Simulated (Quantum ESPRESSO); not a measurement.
Worked example: self-consistent single point of LiCdPO4 (Pnma, 28 atoms in the cell) in Quantum ESPRESSO.

Level of theory: vdW-DF2, GBRV 1.5 ultrasoft (PBE) pseudopotentials (plane waves; Quantum ESPRESSO).

```xyz
28
Lattice="10.9332 0.0000 0.0000 0.0000 6.3752 0.0000 0.0000 0.0000 4.8635" Properties=species:S:1:pos:R:3 pbc="T T T"
Li     5.4666     3.1876     0.0000
Li     0.0000     3.1876     2.4318
Li     0.0000     0.0000     2.4318
Li     5.4666     0.0000     0.0000
Cd     3.1009     4.7814     2.6363
Cd     7.8323     1.5938     2.2272
Cd     2.3657     1.5938     0.2045
Cd     8.5674     4.7814     4.6590
P      6.4310     4.7814     1.9276
P      4.5022     1.5938     2.9359
P      9.9687     1.5938     4.3594
P      0.9644     4.7814     0.5041
O      3.7792     0.3490     3.5783
O      7.1540     6.0262     1.2852
O      1.6874     6.0262     1.1466
O      9.2457     0.3490     3.7169
O      9.2457     2.8386     3.7169
O      1.6874     3.5366     1.1466
O      7.1540     3.5366     1.2852
O      3.7792     2.8386     3.5783
O      1.0065     4.7814     3.8314
O      9.9267     1.5938     1.0321
O      4.4601     1.5938     1.3996
O      6.4731     4.7814     3.4639
O     10.4561     4.7814     1.0992
O      0.4770     1.5938     3.7643
O      5.9436     1.5938     3.5310
O      4.9896     4.7814     1.3325
```

Reference input (self-consistent single point, DFT, PBEsol, plane waves, GBRV 1.5 ultrasoft (PBESOL) pseudopotentials): ecutwfc = 40 Ry; ecutrho = 200 Ry; occupations = smearing; smearing = fermi-dirac; degauss = 0.0036749 Ry; K_POINTS = automatic 2 3 5 0 0 0; conv_thr = 1e-10 Ry. This run's input differs from it in these lines:

```diff
@@ -20,2 +20,3 @@
  degauss = 0.0036749
+ input_dft = 'vdw-df2'
 /
@@ -25,6 +26,6 @@
 ATOMIC_SPECIES
-Li     6.9400  li_pbesol_v1.4.uspp.F.UPF
-Cd   112.4140  cd_pbesol_v1.uspp.F.UPF
-P     30.9738  p_pbesol_v1.5.uspp.F.UPF
-O     15.9990  o_pbesol_v1.2.uspp.F.UPF
+Li     6.9400  li_pbe_v1.4.uspp.F.UPF
+Cd   112.4140  cd_pbe_v1.uspp.F.UPF
+P     30.9738  p_pbe_v1.5.uspp.F.UPF
+O     15.9990  o_pbe_v1.2.uspp.F.UPF
 ATOMIC_POSITIONS {crystal}
```

Log, with long lists cut:

```
     Self-consistent Calculation

     iteration #  1     ecut=    40.00 Ry     beta= 0.70

     negative rho (up, down):  8.375E-02 0.000E+00

     total energy              =   -1104.59391053 Ry
     estimated scf accuracy    <       5.10571660 Ry

     iteration #  2     ecut=    40.00 Ry     beta= 0.70

     negative rho (up, down):  8.561E-02 0.000E+00

     total energy              =   -1106.04914549 Ry
     estimated scf accuracy    <       5.24417726 Ry

     iteration #  3     ecut=    40.00 Ry     beta= 0.70

     negative rho (up, down):  8.555E-02 0.000E+00

     total energy              =   -1106.97921664 Ry
     estimated scf accuracy    <       0.04657703 Ry

   [... 9 blocks of this kind left out ...]

     iteration # 13     ecut=    40.00 Ry     beta= 0.70

     negative rho (up, down):  8.602E-02 0.000E+00

     total energy              =   -1107.01825741 Ry
     estimated scf accuracy    <          1.4E-10 Ry

     iteration # 14     ecut=    40.00 Ry     beta= 0.70

     negative rho (up, down):  8.602E-02 0.000E+00
     End of self-consistent calculation

     the Fermi energy is     5.8788 ev

!    total energy              =   -1107.01825741 Ry
     estimated scf accuracy    <          1.7E-11 Ry
     smearing contrib. (-TS)   =      -0.00000000 Ry
     internal energy E=F+TS    =   -1107.01825741 Ry

     convergence has been achieved in  14 iterations

     negative rho (up, down):  8.602E-02 0.000E+00

     Forces acting on atoms (cartesian axes, Ry/au):

     atom    1 type  1   force =     0.00000000    0.00000000   -0.00000000
     atom    2 type  1   force =     0.00000000    0.00000000   -0.00000000
     atom    3 type  1   force =     0.00000000    0.00000000    0.00000000
     atom    4 type  1   force =     0.00000000    0.00000000    0.00000000
     atom    5 type  2   force =     0.00252207    0.00000000    0.00510214
   [... lines left out ...]
     Total force =     0.071609     Total SCF correction =     0.000015
   [... lines left out ...]

     negative rho (up, down):  8.602E-02 0.000E+00
          total   stress  (Ry/bohr**3)                   (kbar)     P=       41.57
   0.00029656   0.00000000   0.00000000           43.63        0.00        0.00
   0.00000000   0.00026669   0.00000000            0.00       39.23        0.00
   0.00000000   0.00000000   0.00028448            0.00        0.00       41.85

   JOB DONE.
```

The run converged in 14 iterations. Against the reference run the pressure goes from -3.81 to 4.16 GPa, the largest force goes from 0.099 to 0.518 eV/Å and the gap on the mesh goes from 3.100 to 3.174 eV.

The starting cell comes from a database of computed structures (which also holds hypothetical and non-ambient phases and stackings), without a prior relaxation at this level. With a pressure of about 4 GPa the cell is away from its equilibrium volume at this level.

Cost on one core of a shared machine: roughly 9 min.
